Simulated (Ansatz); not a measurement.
**Pressure series in LiCl**

The parent structure is LiCl in the rock salt structure (space group Fm-3m, No. 225; a = 5.150 Å).

Cell and atoms are relaxed at each pressure.

All numbers come from Kohn–Sham DFT with the PBE functional, run in Ansatz (a program for electronic structure) with PAW and 420 eV plane waves, scalar-relativistic without spin-orbit coupling.

Candidates:
(a) pressure 45 GPa
(b) pressure 4.2 GPa
(c) pressure 1.8 GPa
(d) pressure 18 GPa

Base values:

* **Band gap**: 6.26 eV

Problem. Order them by band gap, highest first.

Solution. (d) pressure 18 GPa (6.96 eV), (b) pressure 4.2 GPa (6.83 eV), (a) pressure 45 GPa (6.78 eV), (c) pressure 1.8 GPa (6.55 eV)

Load acts through the strain it causes; cell and atoms are relaxed under it. Whether these cells are dynamically stable was not tested. No other phases were tried under pressure.
